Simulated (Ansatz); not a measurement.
Cells marked so need not be the phases stable at ambient conditions, and some may be hypothetical.

The gap is the functional's own, uncorrected, and κ follows it; spin-orbit coupling is left out. Mid-gap values are interpolated between the computed energies.

A. HfS$_{2}$ (P-3m1, CdI2 type, not sure to be the ambient phase, 3 atoms a cell, 21.7 Å³ an atom), along the normal of (111)
B. BaO (Fm-3m, rock salt, 2 atoms a cell, 21.7 Å³ an atom, -3 GPa at this level), along the normal of (001)
C. ZnCu₂GeS₄ (I-42m, not sure to be the ambient phase, 8 atoms a cell, 18.4 Å³ an atom), along the normal of (110)

Problem. Order them by mid-gap decay constant of the slowest evanescent state (lowest first) at the level PBEsol (Ansatz, a quantum-chemistry and plane-wave program).

Solution. C (0.05 1/Å), A (0.14 1/Å), B (0.24 1/Å)
